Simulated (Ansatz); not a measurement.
Start from WSe₂ in the 2H-MoS2 type structure (space group P6_3/mmc, No. 194; a = 3.2790 Å, c = 12.7858 Å; layered, stacked along the Cartesian z axis). Axes: x lies along a and z along c of the hexagonal cell.

The values are results of PBE-D3(BJ) in Ansatz (plane waves to 420 eV, PAW, no spin-orbit coupling), earlier PAW set, not measurements.

Before the change:

| Item | Value |
|---|---|
| Band gap | 0.87 eV |
| Valence-band top at Γ | 0.00, -0.96, -1.20 eV |
| Hole mass | 1.3 mₑ along c, 0.70 mₑ across (at Γ) |

Now apply this change: compressive biaxial strain of 1.55 % in the plane normal to [001], as in epitaxy on a mismatched substrate; the out-of-plane cell vector and the atoms relax.

Problem. Predict the new band gap.

Solution. The band gap rises by 0.03 eV to 0.90 eV.

Problem. How does this affect the out-of-plane strain?

Solution. The out-of-plane strain amounts to +0.59 %.

Problem. What does the calculation give for the valence-band top at Γ after the change?

Solution. The valence-band top at Γ (three highest levels, from the VBM) goes from 0.00, -0.96, -1.20 eV to 0.00, -1.02, -1.18 eV.

Problem. How does this affect the hole mass?

Solution. The hole mass changes from 1.3 mₑ along c, 0.70 mₑ across (at Γ) to 1.1 mₑ out of plane, 0.86 mₑ in plane (at Γ).

Spin-orbit coupling, missing from the scalar runs, can matter with W. Masses are band curvatures over ±0.01 Å⁻¹ around the edge. No phonon test of stability was made.

Ansatz is a program for electronic structure.
